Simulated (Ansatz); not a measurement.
System: L1₂ (Cu3Au-type) Ni₃Fe. Method: rVV10 (Ansatz, an electronic-structure program, plane waves, PAW).

Run with plane-wave cutoff 520 eV, 16×16×16 k mesh, Fermi–Dirac smearing 0.05 eV, spin-polarised with parallel moments, scalar-relativistic PAW data made under PBE.

The cell is scaled about its equilibrium volume:

```
V (Å³/atom)  P (GPa)  moment (μB per cell of 4 atoms)
-----------  -------  -------------------------------
10.605         13.80                             4.68
10.831          8.66                             4.73
11.056          4.08                             4.77
11.282         -0.01                             4.80
11.508         -3.65                             4.83
11.733         -6.91                             4.86
11.959         -9.81                             4.88
```
